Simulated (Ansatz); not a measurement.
# BP, response to strain

Start from BP in the zinc blende structure (space group F-43m, No. 216; a = 4.5202 Å).

Strains are applied to the cell and any free atomic positions relax.

Level of theory: PBEsol (Ansatz, an electronic-structure program), spin-orbit coupling left out.

Candidates:
(a) isotropic strain +3.00 %
(b) isotropic strain +2.00 %
(c) isotropic strain +1.50 %

Before the change:

| Quantity | Result |
|---|---|
| Band gap | 1.11 eV |

### Question
Order them by band gap, lowest first.

### Answer
(c) isotropic strain +1.50 % (1.17 eV), (b) isotropic strain +2.00 % (1.19 eV), (a) isotropic strain +3.00 % (1.23 eV)

Whether these cells are dynamically stable was not tested.
